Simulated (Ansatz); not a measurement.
The parent structure is Sn in the diamond structure (space group Fd-3m, No. 227; a = 6.540 Å; relaxed with 0.1 eV smearing). Axes: x, y, z lie along the cube axes.

Calculations: PBEsol (Ansatz, a first-principles code), no spin-orbit coupling.

Modification: every lattice vector is shortened by 1.00 %; the atoms relax in the strained cell.

**Question.** Predict the stress tensor and what it implies for the stiffness.

**Answer.** Stress of the strained cell less that of the base (GPa, compression positive):
```
    1.3     0.0     0.0
    0.0     1.3     0.0
    0.0     0.0     1.3
```

Then B = −ΔP/(ΔV/V₀) with ΔV/V₀ = -0.0297 gives secant stiffness values (nonlinear terms included at this strain): B ≈ 45 GPa.

As a check, the harmonic strain energy −½ V₀ Δσ:ε is 4.4 meV/atom; the computed energy rise is 4.3 meV/atom.

No phonon test of stability was made.
